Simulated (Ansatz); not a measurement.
# What biaxial strain −1.50 %, plane normal [001], relaxed out of plane does to InAgTe2

The reference is InAgTe$_{2}$ in the chalcopyrite structure (space group I-42d, No. 122; a = 6.354 Å, c = 12.637 Å). Axes: x, y, z lie along a, b, c of the conventional cell.

Modification: biaxial strain −1.50 %, plane normal [001], relaxed out of plane (Cartesian); in-plane vectors clamped, the third vector and the atoms free.

Method: LDA in Ansatz (plane waves to 420 eV, PAW, no spin-orbit coupling). Settings: 7×7×7 k-points, 0.05 eV Fermi–Dirac smearing.

Shortest interatomic distance: 269.9 pm (base 270.9 pm)
Energy relative to the base (free energy F): +2.1 meV/atom
Pressure (mean of the normal stresses, compression positive): 0.5 GPa (base 0.0 GPa)
Band gap: zero (base zero)
Out-of-plane strain: +2.09 % (rough)
Mean in-plane stress (compression positive): +0.7 GPa (rough)

Without a gap, meshes like the base's 7×7×7 leave anisotropic stresses uncertain by several tenths of a GPa, and small strain energies with them. Spin-orbit coupling, missing from the scalar runs, can matter with Te. Whether these cells are dynamically stable was not tested. The final runs are not spin-polarised. Gaps under 0.05 eV, about the width of the smearing, are given as zero. A zero or small gap of InAgTe2 can be the functional's error rather than a property of the material.

Ansatz is a quantum-chemistry and plane-wave program.
